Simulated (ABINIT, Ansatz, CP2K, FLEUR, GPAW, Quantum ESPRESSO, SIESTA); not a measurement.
**Code comparison for Bi (R-3m, 2 atoms in the cell)**

Self-consistent single point, at a second geometry (lattice scaled by 0.98). First geometry:

```xyz
2
Lattice="4.2271 -2.3084 0.0000 4.2271 2.3084 0.0000 2.9664 0.0000 3.7944" Properties=species:S:1:pos:R:3 pbc="T T T"
Bi     2.6724     0.0000     0.8879
Bi     8.7481     0.0000     2.9065
```

Shared settings, as Ansatz (a quantum-chemistry and plane-wave program) writes them: kpoints.mp_grid.grid = 9 9 9; scf.occupations.method = gaussian; scf.occupations.width = 0.02 Ry. Potentials and cutoffs stand in the table.

```tsv
code	model	ΔF from the first geometry (meV/atom)	pressure (GPa)	largest force (eV/Å)	cutoff
FLEUR	PBE, all-electron FLAPW (FLEUR), scalar-relativistic valence	–	–	0.264	Kmax 3.8 1/bohr
Ansatz	PBE, default PAW files	13.7	2.51	0.247	30.9 Ry
ABINIT	PBE, PAW (JTH v2.0 PBE PAW)	13.9	2.18	0.255	40 Ry
Quantum ESPRESSO	PBE, GBRV 1.5 ultrasoft (PBE) pseudopotentials	12.8	1.86	0.249	40 Ry
GPAW	PBE, GPAW PAW datasets PBE (gpaw-data 1.0.1)	12.9	2.45	0.240	600 eV
SIESTA	GGA PBE, numerical atomic orbitals DZP, PseudoDojo PBE standard norm-conserving potentials (rewritten from UPF to PSML)	19.3	3.08	0.422	grid 350 Ry
CP2K	PBE, GPW, TZVP-MOLOPT-SR-GTH basis, GTH-PBE potentials (GTH_POTENTIALS)	15.2	2.66	0.202	grid 400 Ry
```

For Quantum ESPRESSO (by 0.6 GPa) the energy change implies a higher mean pressure, against the two pressures, than for the other programs: a sign of finite-basis (Pulay) stress.

A dash marks a value that a program does not give, or that is left out as unsure.

On Ansatz's run: spin-orbit coupling is off.

The spread over the programs that give each value: ΔF from the first geometry within 6.5 meV/atom; pressure within 1.22 GPa; largest force within 0.220 eV/Å.

SIESTA and CP2K use small atom-centred bases, whose incompleteness enters pressures, forces and empty levels differently from a plane-wave cutoff. FLEUR treats all electrons, but the usual bases taken here (sphere radii, linearisation, local orbitals, empty states) were not tested for convergence, so the values are no reference for the others. Ansatz's pressure is given at a fixed set of plane waves, as the other plane-wave codes print theirs; with its correction for the finite basis it is 2.54 GPa. In the force vectors, SIESTA (by 0.174) lies more than 0.08 eV/Å from the median of the plane-wave programs.

The starting cell has typed, rounded lattice constants, without a prior relaxation at this level. Its lattice was rescaled by a random factor within 2.5 % of one. For this run, on top of that: lattice scaled by 0.98.

Left out of this page: Elk (not drawn, or without a comparable value).

Keys are those of Ansatz 0.2.
